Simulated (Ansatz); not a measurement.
Base system: a 12-atom supercell of MgB2 (space group P6/mmm, No. 191; a = 3.063 Å, c = 3.500 Å) at its relaxed geometry.

Computed with DFT with PBEsol, PAW potentials and a 420 eV plane-wave cutoff in Ansatz (a quantum-chemistry and plane-wave program), no spin-orbit coupling.

One neutral defect a cell, atoms relaxed at fixed cell.

One change was made to it. Results:

The pressure goes from zero to 6.4 GPa; the largest displacement of a host atom from its site in the perfect cell amounts to 0.81 Å.

Problem. Which change produced these results?
(A) B interstitial (started 1.75 Å from the nearest host atom), symmetric start
(B) H interstitial (started 1.75 Å from the nearest host atom)
(C) B interstitial (started 1.56 Å from the nearest host atom)

Solution. C, B interstitial (started 1.56 Å from the nearest host atom). For comparison, the pressure in the other runs: H interstitial (started 1.75 Å from the nearest host atom) gives 4.5 GPa; B interstitial (started 1.75 Å from the nearest host atom), symmetric start gives 13.1 GPa.

In so small a cell the defect repeats every few ångströms: this is an ordered compound, not a dilute defect. Defects with a symmetric start kept the site's symmetry and may sit on a saddle; the others started slightly shaken. The final runs are not spin-polarised.
